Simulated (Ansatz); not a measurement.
System: Bi (within 0.1 Å of Pm-3m, No. 221, 2 atoms in the cell; start mp-23157; another form than the element's usual one). Method: r²SCAN (Ansatz, a quantum-chemistry and plane-wave program, PAW).

Numerical settings: plane-wave cutoff 560 eV, 12×12×18 k mesh (along the axes of the cell as run), Fermi–Dirac smearing 0.05 eV, scalar-relativistic PAW data made under PBE.

Cell (relaxed at this level):

```xyz
2
Lattice="3.1958 -3.2536 0.6100 3.1958 3.2536 0.6100 -0.6101 0.0000 3.1939" Properties=species:S:1:pos:R:3 pbc="T T T"
Bi     1.5980     0.0000     0.3048
Bi     4.1837     0.0000     4.1091
```

**Question.** Estimate the bulk modulus B0 that the calculation returns.

**Answer.** 
- bulk modulus B0: 51.1 GPa

The run finds no gap.

Note: the bulk modulus is −V dP/dV from two relaxed cells at ±2 % in volume.

Spin–orbit coupling is not included; it can shift volumes and moduli of such heavy elements.

The computed numbers hold no vibrational or temperature effects.

A start named mp-… is a Materials Project structure, which need not be a measured phase.
